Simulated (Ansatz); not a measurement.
Given:

```yaml
crystal:
  lattice:
    - [4.34740, 0.00000, 0.00000]
    - [0.00000, 4.34740, 0.00000]
    - [2.17370, -2.17370, 3.00894]
  atoms:
    - { symbol: In, position: [0.00000, 0.00000, 0.00000] }
    - { symbol: As, position: [0.75000, 0.75000, 0.50000] }
```

No spin polarisation.

Computed with PBEsol (Ansatz, an electronic-structure program, PAW, no spin-orbit coupling). Γ-centred 9×9×9 mesh, Fermi–Dirac width 0.05 eV.

Problem. Predict the space group.

Solution. I-4m2 (No. 119).

Problem. Estimate the pressure (mean of the normal stresses, compression positive).

Solution. -0.5 GPa.

The cells carry an imposed strain or load. No phonon test of stability was made. The cell was made from InAs in the zinc blende structure (space group F-43m, No. 216) by this change: biaxial strain +1.00 %, plane normal [001], relaxed out of plane.
